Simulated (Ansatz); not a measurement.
SiO2, treated with HSE06 (Ansatz, an electronic-structure program, PAW).

Numerical settings: plane-wave cutoff 520 eV, 6×6×6 k mesh, Fermi–Dirac smearing 0.03 eV, scalar-relativistic PAW data made under PBE.

Starting structure:

```
O2Si
1.0
    5.01300     0.00000     0.00000
   -2.50650     4.34139     0.00000
    0.00000     0.00000     5.47000
Si O
3 6
Direct
  0.50000   0.00000   0.00000
  0.00000   0.50000   0.66667
  0.50000   0.50000   0.33333
  0.80300   0.60600   0.50000
  0.39400   0.19700   0.16667
  0.80300   0.19700   0.83333
  0.19700   0.39400   0.50000
  0.60600   0.80300   0.16667
  0.19700   0.80300   0.83333
```

Q: Into what structure does the relaxation of cell and atoms lead at this level, with the symmetry of the start kept?

A: The volume rises by 3.4 %; final space group P6_222.
```
O2Si
1.0
    5.06372     0.00000     0.00000
   -2.53186     4.38531     0.00000
    0.00000     0.00000     5.54249
Si O
3 6
Cartesian
  2.53186   0.00000   0.00000
 -1.26593   2.19266   3.69500
  1.26593   2.19266   1.84750
  2.53186   2.55320   2.77125
  1.58666   0.91606   0.92375
  3.47707   0.91606   4.61875
  0.00000   1.83211   2.77125
  0.94520   3.46926   0.92375
 -0.94520   3.46926   4.61875
```

Note: symmetry holds this phase in the static calculation, where it need not be a minimum; held by symmetry at 0 K, a high-temperature phase can be a saddle point.
